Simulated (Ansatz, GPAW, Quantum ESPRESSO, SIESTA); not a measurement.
One structure in several programs: MgPt7 (Fm-3m, 8 atoms in the cell)

Self-consistent single point.

```yaml
crystal:
  lattice:
    - [0.00000, 3.93653, 3.93653]
    - [3.93653, 0.00000, 3.93653]
    - [3.93653, 3.93653, 0.00000]
  atoms:
    - { symbol: Mg, position: [0.00000, 0.00000, 0.00000] }
    - { symbol: Pt, position: [0.50000, 0.00000, 0.00000] }
    - { symbol: Pt, position: [0.50000, 0.00000, 0.50000] }
    - { symbol: Pt, position: [0.00000, 0.50000, 0.50000] }
    - { symbol: Pt, position: [0.00000, 0.50000, 0.00000] }
    - { symbol: Pt, position: [0.50000, 0.50000, 0.00000] }
    - { symbol: Pt, position: [0.00000, 0.00000, 0.50000] }
    - { symbol: Pt, position: [0.50000, 0.50000, 0.50000] }
```

Shared settings, as Ansatz (a program for electronic structure) writes them: kpoints.mp_grid.grid = 6 6 6; scf.occupations.method = gaussian; scf.occupations.width = 0.272 eV. Potentials and cutoffs stand in the table.

```
code                                                                                                                                 model  pressure (GPa)       cutoff
----------------  ------------------------------------------------------------------------------------------------------------------------  --------------  -----------
SIESTA            LDA PW92, numerical atomic orbitals DZP, PseudoDojo LDA standard norm-conserving potentials (rewritten from UPF to PSML)           -9.45  grid 400 Ry
GPAW                                                                         LDA (Perdew-Wang 92), GPAW PAW datasets LDA (gpaw-data 1.0.1)           -9.23       800 eV
Ansatz                                                                                         LDA (PW92), default PAW files made with PBE           -8.79      default
Quantum ESPRESSO                                                                       LDA (PZ), GBRV 1.5 ultrasoft (LDA) pseudopotentials           -9.96        40 Ry
```

On Ansatz's run: spin-orbit coupling is off. Spin polarisation is off.

The spread over the programs that give each value: pressure within 1.17 GPa.

SIESTA uses small atom-centred bases, whose incompleteness enters pressures, forces and empty levels differently from a plane-wave cutoff. Ansatz's pressure is given at a fixed set of plane waves, as the other plane-wave codes print theirs; with its correction for the finite basis it is -8.74 GPa. The same LDA comes in different parametrisations, which differ slightly.

The starting cell comes from a database of computed structures (which also holds hypothetical and non-ambient phases and stackings), without a prior relaxation at this level.

Left out of this page: Elk (not drawn, or without a comparable value).

Keys are those of Ansatz 0.2.
